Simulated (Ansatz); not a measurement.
A computed series for AlN: response to strain

Start from AlN in the wurtzite structure (space group P6_3mc, No. 186; a = 3.1138 Å, c = 4.9833 Å). Axes: x lies along a and z along c of the hexagonal cell.

Strains are applied to the cell and any free atomic positions relax.

All numbers come from plane-wave PAW DFT at the PBEsol level (Ansatz, a quantum-chemistry and plane-wave program, 420 eV), no spin-orbit coupling.

| case | electron mass | band gap | shortest interatomic distance |
|---|---|---|---|
| base | – | 4.09 eV | 1.891 Å |
| uniaxial strain ε_xx = −3.00 % | 0.29 mₑ along z, 0.31 mₑ across (at Γ) | 4.41 eV | 1.868 Å |
| uniaxial strain ε_xx = −2.40 % | 0.29 mₑ along z, 0.31 mₑ across (at Γ) | 4.36 eV | 1.873 Å |
| uniaxial strain ε_xx = −1.80 % | 0.31 mₑ along x, 0.30 mₑ along y, 0.29 mₑ along z (at Γ) | ? | ? |
| uniaxial strain ε_xx = −1.20 % | 0.31 mₑ along x, 0.30 mₑ along y, 0.29 mₑ along z (at Γ) | 4.23 eV | 1.882 Å |
| uniaxial strain ε_xx = −0.60 % | 0.30 mₑ along x, 0.30 mₑ along y, 0.29 mₑ along z (at Γ) | 4.16 eV | 1.887 Å |

### Question
Fill in the withheld entries from the trend.

### Answer

- uniaxial strain ε_xx = −1.80 %, band gap: 4.30 eV
- uniaxial strain ε_xx = −1.80 %, shortest interatomic distance: 1.877 Å

Masses are band curvatures over ±0.01 Å⁻¹ around the edge. Gaps are read on the SCF mesh and a high-symmetry path. Whether these cells are dynamically stable was not tested.
